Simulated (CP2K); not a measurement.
Sensitivity of a calculation on In3Cu (P1, 4 atoms in the cell) to its settings

```
In3Cu
1.0
    4.48277     0.00000     0.00000
    0.00000     4.48277     0.00000
    0.00000     0.00000     4.48277
In Cu
3 1
Direct
  0.99292   0.50281   0.50691
  0.50180   0.99585   0.49896
  0.49954   0.50682   0.99898
  0.00574   0.99451   0.99514
```

Base run A: PBEsol, GPW, DZVP-MOLOPT-SR-GTH basis, GTH-PBE potentials (GTH_POTENTIALS) run with CP2K 2026.2, self-consistent single point.

Its settings: CUTOFF = 600 Ry; REL_CUTOFF = 60 Ry; SMEAR/METHOD = METHFESSEL_PAXTON; SIGMA = 0.2 eV; KPOINTS/SCHEME = MONKHORST-PACK 5 5 5; XC_FUNCTIONAL = PBE:PBESOL; In/BASIS_SET = DZVP-MOLOPT-SR-GTH; In/POTENTIAL = GTH-PBE-q13; Cu/BASIS_SET = DZVP-MOLOPT-SR-GTH; Cu/POTENTIAL = GTH-PBE-q11; METHOD = GPW; EPS_DEFAULT = 1e-11; NGRIDS = 5; SCF_GUESS = ATOMIC; EPS_SCF = 1e-06; MAX_SCF = 100; ADDED_MOS = 9; MIXING/METHOD = BROYDEN_MIXING; MIXING/ALPHA = 0.3; MIXING/NBUFFER = 10.

The starting cell comes from a database of computed structures (which also holds hypothetical and non-ambient phases and stackings), without a prior relaxation at this level. Its atoms were displaced at random from the sites of space group no. 221. Spin polarisation is off. Values carry the incompleteness of an atom-centred basis. The potentials were made for another functional than the one used.

ΔF is the free energy per atom less that of run A. A dash stands where there is no value to compare (another energy zero or no entropy term, no result, no spin, no clean gap, or a mesh too coarse for one). Total energies depend on the potentials, the functional and any Hubbard or dispersion term, so they are compared only between runs that share all of them.

Runs:
- B: SIGMA: 0.2 eV → 0.1 eV
- C: SIGMA: 0.2 eV → 0.03 eV; KPOINTS/SCHEME: MONKHORST-PACK 5 5 5 → MONKHORST-PACK 3 3 3
- D: XC_FUNCTIONAL: PBE:PBESOL → PBE:REVPBE [revPBE]
- E: lattice scaled by 1.015
- F: FULL_GRID: default → T
- G: REL_CUTOFF: 60 Ry → 30 Ry
- H: USE_FINER_GRID: default → T

```
run  ΔF (meV/atom)  pressure (GPa)  largest force (eV/Å)  k-points
---  -------------  --------------  --------------------  --------
A             0.00           -2.20                 0.219        63
B            -0.54           -2.14                 0.221        63
C             70.7           -0.96                 0.258        14
D                –            2.54                 0.240        63
E             20.0           -3.94                 0.187        63
F             0.00           -2.20                 0.219       125
G            -0.03           -2.19                 0.226        63
H             0.01           -2.21                 0.220        63
```

Run C against A: The free energy goes up by 70.7 meV/atom, the pressure goes from -2.20 to -0.96 GPa and the largest force goes from 0.219 to 0.258 eV/Å.

Run D against A: The pressure goes from -2.20 to 2.54 GPa and the largest force goes from 0.219 to 0.240 eV/Å.
